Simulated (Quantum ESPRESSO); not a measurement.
# Quick settings and what they miss: Co₂Ge (P6_3/mmc, 6 atoms in the cell)

Self-consistent single point.

```
Co2Ge
1.0
    4.04453     0.00000     0.00000
   -2.02227     3.50267     0.00000
    0.00000     0.00000     5.06420
Co Ge
4 2
Cartesian
  2.02227   1.16755   1.26605
  0.00000   2.33511   3.79815
  0.00000   0.00000   2.53210
  0.00000   0.00000   0.00000
  0.00000   2.33511   1.26605
  2.02227   1.16755   3.79815
```
Moments meant for the start (each program seeds them in its own way; μB, in the order of the atoms Co Co Co Co Ge Ge): 3.0 3.0 3.0 3.0 0.0 0.0.

Computed with PBEsol, PSlibrary PAW (PBE) pseudopotentials (plane waves; Quantum ESPRESSO).

Base settings: ecutwfc = 50 Ry; ecutrho = 300 Ry; occupations = smearing; smearing = fd; degauss = 0.0073499 Ry; nspin = 2; input_dft = pbesol; potentials = {Co: Co.pbe-n-kjpaw_psl.1.0.0.UPF, Ge: Ge.pbe-n-kjpaw_psl.1.0.0.UPF}; K_POINTS = automatic 7 7 5 0 0 0; conv_thr = 1e-10 Ry; mixing_beta = 0.4.

Tight run (finer mesh or higher cutoff; not a proven limit): ecutwfc: 50 Ry → 70 Ry; ecutrho: 300 Ry → 420 Ry; conv_thr: 1e-10 Ry → 7.3e-11 Ry; K_POINTS: automatic 7 7 5 0 0 0 → automatic 10 10 7 0 0 0. It gave Fermi level (on the code's own zero) 12.62 eV; pressure -11.05 GPa; size of the cell's spin moment 1.92 μB; site moments (μB, in the program's spheres or projections) Co 0.26, Co 0.26, Co 0.76, Co 0.76, Ge -0.02, Ge -0.02.

Quick runs, as changes from the base:
- A: the base itself
- B: ecutwfc: 50 Ry → 35 Ry; ecutrho: 300 Ry → 210 Ry; K_POINTS: automatic 7 7 5 0 0 0 → automatic 8 8 8 0 0 0

Energies are extrapolated to zero smearing width, which holds to low order in the width alone (under cold and Methfessel-Paxton smearing the free energy itself is taken).

The count of work is k-points × plane waves × bands × iterations; it is no time. Core times come from one kind of shared machine and are given to one figure; runs under 30 s give none.

The starting cell comes from a database of computed structures (which also holds hypothetical and non-ambient phases and stackings), without a prior relaxation at this level. Its lattice was rescaled by a random factor within 2.5 % of one. The moments shrank to a small part of their start, a low-spin state that need not be the lowest. In the base run, with a pressure of about -12 GPa the cell is away from its equilibrium volume at this level.

```
run  energy less tight (meV/atom)  pressure less tight (GPa)  count of work / tight  core time / tight (rough)
---  ----------------------------  -------------------------  ---------------------  -------------------------
A                             8.6                      -0.86                   0.26                        0.3
B                            46.2                       0.14                   0.31                        0.4
```

Among the runs at the tight run's level, the energy misses run from 8.6 to 46.2 meV/atom.

Left out of this page: 3 runs of the series outside the window shown, repeating another row's setting, or not comparable; 1 run of the series failed or unconverged.
